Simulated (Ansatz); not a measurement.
## MoSi₂ (space group I4/mmm, No. 139)

```
CELL_PARAMETERS angstrom
     -1.58707     1.58707     3.88869
      1.58707    -1.58707     3.88869
      1.58707     1.58707    -3.88869
ATOMIC_POSITIONS crystal
  Si 0.66476 0.66476 0.00000
  Si 0.33524 0.33524 0.00000
  Mo 0.00000 0.00000 0.00000
```

The values are results of DFT with LDA, PAW potentials and a 420 eV plane-wave cutoff in Ansatz (an electronic-structure program), without spin-orbit coupling, not measurements. k-mesh 20×20×20 (Γ-centred); smearing 0.05 eV (Fermi–Dirac).

* **Volume per atom**: 13.06 Å³
* **Density**: 6.45 g/cm³
* **Band gap**: zero
* **Total energy**: -2020.642 eV/atom (σ→0; compares only within this code and set-up)

Stability against distortions was not tested. The final runs are not spin-polarised.
